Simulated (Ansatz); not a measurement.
Rh: response to strain

The parent structure is Rh in the fcc (Cu type) structure (space group Fm-3m, No. 225; relaxed with 0.1 eV smearing).

```
Rh
1.0
    0.00000     1.89079     1.89079
    1.89079     0.00000     1.89079
    1.89079     1.89079     0.00000
Rh
1
Direct
  0.00000   0.00000   0.00000
```

Cartesian axes are those of the cell as printed.

Strains are applied to the cell and any free atomic positions relax; under biaxial strain the out-of-plane vector relaxes too.

Calculations: PBEsol, PAW, 420 eV (Ansatz, a quantum-chemistry and plane-wave program; without spin-orbit coupling).

Notes on the quantities. energy relative to the base: free energy F.

```json
[
 {"biaxial strain, plane normal [001], relaxed out of plane (%)": "-3", "energy relative to the base (meV/atom)": "41.1"},
 {"biaxial strain, plane normal [001], relaxed out of plane (%)": "-2.5", "energy relative to the base (meV/atom)": "28.0"},
 {"biaxial strain, plane normal [001], relaxed out of plane (%)": "-2", "energy relative to the base (meV/atom)": "17.7"},
 {"biaxial strain, plane normal [001], relaxed out of plane (%)": "-1.5", "energy relative to the base (meV/atom)": "9.8"},
 {"biaxial strain, plane normal [001], relaxed out of plane (%)": "-1", "energy relative to the base (meV/atom)": "?"},
 {"biaxial strain, plane normal [001], relaxed out of plane (%)": "-0.5", "energy relative to the base (meV/atom)": "1.0"},
 {"biaxial strain, plane normal [001], relaxed out of plane (%)": "0", "energy relative to the base (meV/atom)": "0.0"}
]
```

Task: Fit ΔE = Aε² + Bε³ (ε in %) to the rows shown and predict the withheld row.

Result: Least squares on the printed values gives A = 4.12 and B = -0.15 meV/atom (largest residual 0.1 meV/atom); this predicts 4.3 meV/atom, and the run gives 4.3 meV/atom, in agreement.

Whether these cells are dynamically stable was not tested. The final runs are not spin-polarised.
